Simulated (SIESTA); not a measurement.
Worked example: self-consistent single point of AlSn (P1, 2 atoms in the cell) in SIESTA.

Computed with LDA PW92, numerical atomic orbitals DZP, PseudoDojo LDA standard norm-conserving potentials (rewritten from UPF to PSML) run with SIESTA.

The change in words: atoms moved at random. Reference geometry:
```
AlSn
1.0
    4.19811     0.00000     0.00000
   -2.09905     3.63567     0.00000
    0.00000     0.00000     3.30685
Al Sn
1 1
Direct
  0.00000   0.00000   0.00000
  0.33333   0.66667   0.50000
```

Reference input (self-consistent single point, DFT, LDA PW92, numerical atomic orbitals DZP, PseudoDojo LDA standard norm-conserving potentials (rewritten from UPF to PSML)): XC.functional = LDA; XC.authors = PW92; potentials = PseudoDojo LDA standard; PAO.BasisSize = DZP; PAO.EnergyShift = 0.005 Ry; MeshCutoff = 400 Ry; kgrid.MonkhorstPack = 7 7 8; OccupationFunction = MP; OccupationMPOrder = 0; ElectronicTemperature = 1160.45 K; MaxSCFIterations = 150; SCF.Mixer.Method = Pulay. This run's input differs from it in these lines:

```diff
@@ -18,4 +18,4 @@
 %block AtomicCoordinatesAndAtomicSpecies
-     0.000000000    0.000000000    0.000000000  1
-    -0.000002099    2.423781212    1.653425000  2
+    -0.005581387   -0.029234422    0.015066009  1
+     0.005579288    2.453015634    1.638358991  2
 %endblock AtomicCoordinatesAndAtomicSpecies
```

The program printed (abridged):

```
        iscf     Eharris(eV)        E_KS(eV)     FreeEng(eV)     dDmax    Ef(eV) dHmax(eV)
   scf:    1    -2198.318252    -2201.464227    -2201.466106  0.594623 -4.563123  2.381179
   scf:    2    -2201.556878    -2201.512664    -2201.514150  0.054671 -4.603075  1.608543
   scf:    3    -2201.574607    -2201.550310    -2201.551396  0.108886 -4.683278  0.131836
   scf:    4    -2201.553299    -2201.552041    -2201.553210  0.040101 -4.684458  0.027421
   scf:    5    -2201.551951    -2201.552016    -2201.553209  0.003975 -4.679037  0.039421
   [... 2 lines left out ...]
   scf:    8    -2201.552053    -2201.552054    -2201.553237  0.000161 -4.680264  0.000509
   scf:    9    -2201.552054    -2201.552054    -2201.553237  0.000047 -4.680289  0.000172
   scf:   10    -2201.552054    -2201.552054    -2201.553237  0.000012 -4.680297  0.000046
   scf:   11    -2201.552054    -2201.552054    -2201.553237  0.000003 -4.680300  0.000005
SCF Convergence by DM+H criterion
max |DM_out - DM_in|         :     0.0000034284
max |H_out - H_in|      (eV) :     0.0000050807
SCF cycle converged after 11 iterations

Using DM_out to compute the final energy and forces

siesta: E_KS(eV) =            -2201.5521

siesta: E_KS - E_eggbox =     -2201.5521

siesta: Atomic forces (eV/Ang):
     1    0.045140    0.202778   -0.040492
     2   -0.045175   -0.202889    0.039642
   Tot   -0.000035   -0.000112   -0.000850
   Max    0.202889
   Res    0.122183    sqrt( Sum f_i^2 / 3N )
   Max    0.202889    constrained

Stress tensor Voigt[x,y,z,yz,xz,xy] (kbar):       22.02       32.56       22.56        0.57        0.14       -1.11
(Free)E + p*V (eV/cell)    -2202.3633
Target enthalpy (eV/cell)    -2201.5532

siesta: Program's energy decomposition (eV):
siesta: FreeEng =     -2201.553237

   [... lines left out ...]
siesta: Cell volume =         50.472262 Ang**3
siesta:         -25.71319040        -21.06858410  kBar
   [... lines left out ...]
               5dxz    5dx2-y2
   2 13.846   1.441   0.145   0.298  -0.018   0.271   0.343   0.486   0.364
              1.998   1.997   2.001   1.995   1.999   0.088   0.091   0.174

              0.088   0.085

mulliken: Qtot =       17.000

Mulliken Atomic Populations:
Atom #   charge [q] valence [e]  Species
     1    -0.154359    3.154359  Al
     2     0.154359   13.845641  Sn
 Total     0.000000
```

The run converged in 11 iterations. Against the reference run the free energy goes up by 3.4 meV/atom, the pressure stays near -2.57 GPa while the xx stress (positive for compression) goes from -2.80 to -2.20 GPa and the largest force goes from 0.000 to 0.212 eV/Å.

The starting cell comes from a database of computed structures (which also holds hypothetical and non-ambient phases and stackings), without a prior relaxation at this level. For this run, on top of that: atoms moved at random. Values carry the incompleteness of an atom-centred basis.

Cost on one core of a shared machine: roughly 40 s.
